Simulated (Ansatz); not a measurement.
# Bader charge of Si (e) in related cells

Cell A: Si (diamond, Fd-3m), 2 atoms in the cell, k-point mesh 10×10×10 on the run's own vectors. Conventional cell: a = b = c = 5.4700 Å, α = β = γ = 90.00°.

Cell B: SiC (3C, zinc blende, F-43m), 2 atoms in the cell, k-point mesh 14×14×14 on the run's own vectors. Conventional cell: a = 4.380 Å, b = 4.380 Å, c = 4.380 Å, α = 90.00°, β = 90.00°, γ = 90.00°.

Computed with Ansatz (plane waves, PAW), its default PAW set, cutoff 420 eV, 500 eV for r2SCAN. The structures are at rest with PBE; other levels are single points on them. HSE06 runs on coarser k-point meshes. Neutral cells; Fermi-Dirac smearing of at most 0.05 eV in the solids, energies taken to zero width. The lattices are those relaxed with PBE, so at other levels the solids can be strained, which adds to the spread. A dispersion term ran beside these levels; it doesn't touch the electrons. Electrons of density maxima off the nuclei are shared among the atoms. Mean over the atoms, with the range where they differ; positive means electrons lost.

```tsv
cell	PBE	r2SCAN	HSE06
A	0.00	0.00	0.00
B	2.75	2.86	2.84
```

With PBE the value of B exceeds that of A by 2.75 e. With r2SCAN the value of B exceeds that of A by 2.86 e. With HSE06 the value of B exceeds that of A by 2.84 e.

Ansatz is a quantum-chemistry and plane-wave program.
